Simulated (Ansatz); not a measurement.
Band structure of SrMg₆Sn (Amm2, 8 atoms in the cell).

```
SrMg6Sn
1.0
    5.25936     0.00000     0.00000
    0.00000     3.27868     6.06243
    0.00000    -3.27868     6.06243
Sr Mg Sn
1 6 1
Direct
  0.50000   0.67089   0.67089
  0.50000   0.66996   0.16728
  0.50000   0.16728   0.66996
  0.00000   0.83459   0.31735
  0.00000   0.31735   0.83459
  0.00000   0.33429   0.33429
  0.00000   0.84262   0.84262
  0.50000   0.16300   0.16300
```

Method: PBEsol, PAW files made with PBE (plane waves; Ansatz, an electronic-structure program).

Settings: basis.ecutwfc = 420 eV; kpoints.mp_grid.grid = 3 3 3; hamiltonian.xc = pbesol; hamiltonian.pseudopotentials = {kind: paw} (the program's default PAW files); scf.occupations.method = fermi_dirac; scf.occupations.width = 0.1 eV; kpoints.band_path.npoints = 8.

The starting cell comes from a database of computed structures (which also holds hypothetical and non-ambient phases and stackings), without a prior relaxation at this level.

Levels in eV from the Fermi level, bands 39 to 46:
```
point     39     40     41     42     43     44     45     46
-----  -----  -----  -----  -----  -----  -----  -----  -----
Γ      -1.85  -1.63  -1.55  -0.43   1.06   1.58   1.63   1.87
X      -1.33  -1.07  -0.27  -0.20   0.50   0.66   0.94   1.92
S      -0.89  -0.80  -0.38   0.27   0.56   0.56   0.81   1.76
R      -2.31  -2.17  -1.53  -0.03   1.11   1.86   2.00   2.19
A      -3.03  -0.70  -0.15   0.01   0.19   0.92   1.05   2.90
Z      -1.19  -1.19  -1.03  -0.78  -0.70  -0.65  -0.14  -0.09
Y      -1.10  -0.63  -0.46   0.14   0.64   0.66   1.15   1.15
X1     -1.33  -1.07  -0.27  -0.20   0.50   0.66   0.94   1.92
A1     -3.03  -0.70  -0.15   0.01   0.19   0.92   1.05   2.90
T      -1.71  -1.46  -1.22   0.98   1.07   1.48   1.58   1.61
```

Bands cross the Fermi level along this path, so the cell is metallic at this level.

Keys are those of Ansatz 0.2.
